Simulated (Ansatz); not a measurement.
**WSi2 with two functionals**

Start from WSi$_{2}$ (space group I4/mmm, No. 139; a = 3.229 Å, c = 7.868 Å).

(Cell as relaxed with PBE.)

Levels (all Ansatz, an electronic-structure program, PAW, earlier PAW set): PBE (420 eV, no SOC); r2SCAN (500 eV, no spin-orbit coupling).

Each level relaxes its own structure.

```tsv
quantity	PBE	r2SCAN
volume per atom	13.68 Å³	(withheld)
lattice parameter a	3.229 Å	(withheld)
lattice parameter c	7.868 Å	(withheld)
band gap	zero	(withheld)
```

Problem. What does r2SCAN give?

Solution. 
- volume per atom, r2SCAN: 13.42 Å³
- lattice parameter a, r2SCAN: 3.212 Å
- lattice parameter c, r2SCAN: 7.806 Å
- band gap, r2SCAN: zero

PBE's volume per atom lies 0.251 Å³ above r2SCAN's (1.9 %); PBE's lattice parameter a lies 0.017 Å above r2SCAN's (0.5 %); PBE's lattice parameter c lies 0.062 Å above r2SCAN's (0.8 %); the two agree on the band gap. Neither level is exact; r2SCAN is the comparison here, not a measurement.

No phonon test of stability was made. The final runs are not spin-polarised.
